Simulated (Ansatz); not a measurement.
The starting structures come from a database of crystals and need not be the phases stable at ambient conditions.

Inside the gap of an insulator the Bloch states are evanescent, with a wavenumber k + iκ along the transport direction.

Here is the system:

```
CELL_PARAMETERS angstrom
      7.47093     0.00000     0.00000
      0.00000    10.56549     0.00000
      3.73546     5.28275     3.73546
ATOMIC_POSITIONS crystal
  Al 0.25000 0.62500 0.00000
  Al 0.25000 0.62500 0.50000
  Al 0.75000 0.62500 0.00000
  Al 0.75000 0.12500 0.50000
  Zn 0.50000 0.25000 0.00000
  Zn 0.00000 0.00000 0.00000
  Se 0.76802 0.38401 0.00000
  Se 0.73198 0.86599 0.53604
  Se 0.23198 0.38401 0.00000
  Se 0.26802 0.40203 0.46396
  Se 0.23198 0.84797 0.53604
  Se 0.26802 0.86599 0.00000
  Se 0.76802 0.38401 0.46396
  Se 0.73198 0.86599 0.00000
```

Space group of this cell: Fd-3m, spinel. The cell is taken as given.

Transport runs along the normal of the first two printed cell vectors, the (110) plane of the conventional cell.

No gap correction and no spin-orbit coupling; mid-gap values are interpolated between computed energies.

Predict the band gap and the smallest decay constant κ at mid-gap from Ansatz (an electronic-structure program) with PBEsol.

Gap 1.49 eV on a 8×8×8 mesh; κ = 0.099 1/Å, at the zone centre.
